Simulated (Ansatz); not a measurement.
**wurtzite CdS (P6_3mc) under biaxial stress in the basal plane: levels of theory**

```
CELL_PARAMETERS angstrom
      4.12381     0.00000     0.00000
     -2.06191     3.57133     0.00000
      0.00000     0.00000     6.71000
ATOMIC_POSITIONS crystal
  Cd 0.33333 0.66667 0.99925
  Cd 0.66667 0.33333 0.49925
  S  0.33333 0.66667 0.37575
  S  0.66667 0.33333 0.87575
```

Geometry: cell and atoms relaxed with PBEsol, then loaded (compression positive). Ansatz (an electronic-structure program) gave the bands at 2 levels on these cells. SOC is spin-orbit coupling.

```json
[
 {"Level": "PBE+SOC", "gap at -3.20 GPa (eV)": "1.106", "gap unloaded (eV)": "1.222", "gap at 2.40 GPa (eV)": "1.158"},
 {"Level": "r2SCAN+SOC", "gap at -3.20 GPa (eV)": "1.569", "gap unloaded (eV)": "1.688", "gap at 2.40 GPa (eV)": "1.617"}
]
```

Do the levels agree better on the gap or on its shift under load?

Changes against zero load: PBE+SOC -0.116 and -0.064 eV; r2SCAN+SOC -0.119 and -0.071 eV. The unloaded gaps spread over 0.466 eV and the shifts over 0.007 eV, so the levels agree better on the shift. Adding the shifts of PBE+SOC to the unloaded gap of r2SCAN+SOC gives 1.572 and 1.624 eV, against 1.569 and 1.617 eV computed.

 Gaps are resolved to about 0.01 eV; the mean electron masses of the levels agree within half at each load. Every relaxation keeps the wurtzite phase, so a transition, a distortion that breaks the symmetry or fracture can't show.
